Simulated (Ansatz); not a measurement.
# Cohesive energy of LiF (model structure, started from the NiAs type, P6₃/mmc, No. 194, 4 atoms in the cell) at several levels of theory

No measured value is used here.

| level (code) | value (eV/atom) | cell (Å³/atom) |
|---|---|---|
| LDA (Ansatz) | 4.89 | 7.50 |
| PBE (Ansatz) | 4.29 | 8.46 |
| PBEsol (Ansatz) | 4.44 | 8.09 |
| PBE-D3(BJ) (Ansatz) | 4.46 | 8.05 |
| r²SCAN (Ansatz) | 4.35 | 7.98 |
| r²SCAN+rVV10 (Ansatz) | 4.41 | 7.88 |

Each level is taken at its own relaxed cell. Cutoffs differ between the levels. Ansatz's density-functional and Hartree–Fock values are scalar-relativistic unless marked +SOC, with PAW data made under PBE.

A model structure was made by putting elements into a prototype or built by hand; it is no filed structure, need not be a known phase, and can be a saddle point held by its symmetry.

Ansatz is an electronic-structure program.
